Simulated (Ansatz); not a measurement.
**MgS under load (space group Fm-3m): band-edge transport data**

Data:

```
MgS
1.0
    0.00000     2.46999     2.46999
    2.46999     0.00000     2.46999
    2.46999     2.46999     0.00000
Mg S
1 1
Direct
  0.00000   0.00000   0.00000
  0.50000   0.50000   0.50000
```

Method: PBEsol, rigid bands (plane waves, PAW, scalar-relativistic; Ansatz, an electronic-structure program). Condition of this run: hydrostatic pressure 15 GPa (the target of the relaxation). How the cell was made: cell and atoms relaxed with PBEsol, then loaded as said.

band gap: 3.00 eV
electron conductivity mass (300 K, dilute): 0.37 mₑ
hole conductivity mass (300 K, dilute): 0.88 mₑ
effective density of states N_c (300 K): 1.8e19 cm⁻³
effective density of states N_v (300 K): 1.3e20 cm⁻³
density-of-states mass, electrons: 0.79 mₑ
density-of-states mass, holes: 3.1 mₑ
Seebeck coefficient, n-type 1e19 cm⁻³, 300 K: -265 μV/K
best n-type power factor at 300 K for τ = 10 fs (best axis; densities from 1e16 to 1e21 cm⁻³ tried, whether or not they can be reached): 7.4 μW/(cm·K²) at 1e20 cm⁻³
Seebeck coefficient, p-type 1e19 cm⁻³, 300 K: 433 μV/K
best p-type power factor at 300 K for τ = 10 fs (best axis; densities from 1e16 to 1e21 cm⁻³ tried, whether or not they can be reached): 23 μW/(cm·K²) at 3e20 cm⁻³

Rigid bands; masses and Seebeck coefficients take one relaxation time τ for all states and one kind of carrier; polarons and phonon drag are left out. Spin-orbit coupling is left out; where it splits the top of the valence band, N_v and the p-type Seebeck coefficient come out somewhat high without it.
